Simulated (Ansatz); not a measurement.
Start from As in the A7 type structure (space group R-3m, No. 166; a = 3.761 Å, c = 10.734 Å (hexagonal axes); layered).

Structures relaxed with r2SCAN+rVV10 (Ansatz, a program for electronic structure; PAW; 500 eV plane waves; spin-orbit coupling left out).

Base:

Simulated powder pattern, Co Kα, λ = 1.79026 Å (kinematic, ideal powder, no thermal factors, no anomalous dispersion; the 14 strongest lines at most, above 2 %, up to 2θ = 90°):

```csv
2θ (°),I/Imax (%),hkl
28.98,14,(003)
33.38,3.4,(101)
37.50,100,(012)
51.22,31,(104)
56.85,33,(110)
59.92,13,(015)
60.05,3.6,(006)
65.06,8.6,(113)
70.11,17,(202)
80.02,8.7,(024)
80.36,9.6,(107)
87.25,5.0,(205)
87.36,8.1,(116)
```

Now apply this change: Ge takes the place of As on all its sites; the structure is relaxed again.

After the change:

Simulated powder pattern, Co Kα, λ = 1.79026 Å (kinematic, ideal powder, no thermal factors, no anomalous dispersion; the 14 strongest lines at most, above 2 %, up to 2θ = 90°):

| 2θ (°) | I/Imax (%) | hkl |
|---|---|---|
| 39.16 | 100 | (100) |
| 56.58 | 70 | (110) |
| 70.96 | 24 | (111) |
| 84.17 | 12 | (200) |

The indices refer to each structure's own conventional cell; one index is shown for lines that coincide. The space group is now Pm-3m (No. 221).

Stability against distortions was not tested. As relaxed here, Ge is a hypothetical phase, not in the database extracts checked.
